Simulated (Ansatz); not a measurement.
The reference is ZrSnO₃ in the cubic perovskite structure (space group Pm-3m, No. 221; a = 4.129 Å; a hypothetical phase, not in the database extracts checked). Axes: x, y, z lie along the cube axes.

One thing is altered: compressive biaxial strain of 3.32 % in the plane normal to [001], as in epitaxy on a mismatched substrate; the out-of-plane cell vector and the atoms relax.

Levels (all Ansatz, a quantum-chemistry and plane-wave program, PAW): PBEsol (420 eV, no spin-orbit coupling); r2SCAN (500 eV, scalar-relativistic without spin-orbit coupling); HSE06 (420 eV, no spin-orbit coupling).

One geometry, relaxed with PBEsol, under each level:

| level | band gap | lowest conduction level above the VBM at special points | pressure |
|---|---|---|---|
| PBEsol | 1.45 eV | X 1.45 eV; Z 1.77 eV; M 3.09 eV; Γ 3.10 eV | 97.4 kbar |
| r2SCAN | 1.86 eV | X 1.86 eV; Z 2.17 eV; M 3.51 eV; Γ 3.62 eV | 127.0 kbar |
| HSE06 | 2.37 eV | X 2.37 eV; Z 2.72 eV; M 4.13 eV; Γ 4.33 eV | – |

Single points use the geometry relaxed with PBEsol. Their cutoffs differ, which shifts pressures a little. HSE06 gaps are upper bounds (no full band path). Whether these cells are dynamically stable was not tested. Many cubic perovskites are stable only at high temperature; tilts and polar distortions were not tested. k-point labels follow each cell's own Brillouin zone.
